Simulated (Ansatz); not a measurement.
The reference is GaN in the wurtzite structure (space group P6_3mc, No. 186; a = 3.1831 Å, c = 5.1836 Å). Axes: x lies along a and z along c of the hexagonal cell.

Level of theory: Kohn–Sham DFT with the r2SCAN functional, run in Ansatz (a first-principles code) with PAW and 500 eV plane waves, scalar-relativistic without spin-orbit coupling.

For the base:

| Quantity | Value |
|---|---|
| Shortest interatomic distance | 194.6 pm |

The change: tensor shear ε_yz = −0.95 % (engineering shear γ = -0.0190), atoms relaxed at fixed cell.

**Question.** What does the calculation give for the stress after the change?

**Answer.** The stress (xx, yy, zz, yz, xz, xy; compression positive) amounts to (0.01, -0.03, 0.03, 1.86, 0.00, 0.00) GPa.

**Question.** Predict the new shortest interatomic distance.

**Answer.** The shortest interatomic distance drops by 0.4 pm, from 194.6 pm to 194.2 pm.

The cells carry an imposed strain or load. Stability against distortions was not tested.
